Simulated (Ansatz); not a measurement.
The parent structure is MgSe in the rock salt structure (space group Fm-3m, No. 225; a = 5.391 Å).

Calculations: plane-wave PAW DFT at the LDA level (Ansatz, a quantum-chemistry and plane-wave program, 420 eV), spin-orbit coupling left out.

Base values:

| Quantity | Value |
|---|---|
| Hole mass | 0.16, 0.75, 0.75 mₑ (at Γ) |
| Band gap | 1.72 eV |

It is then changed as follows: an isotropic linear strain of +1.00 %, atoms relaxed at fixed cell.

What does the calculation give for the hole mass, band gap and energy relative to the base after the change?

The hole mass (degenerate bands, along [100]) changes from 0.16, 0.75, 0.75 mₑ (at Γ) to 0.15, 0.78, 0.78 mₑ (at Γ); the band gap decreases by 0.05 eV to 1.67 eV; the energy increases by 3.7 meV/atom.

Effective masses come from finite differences of ±0.01 Å⁻¹. No phonon test of stability was made.
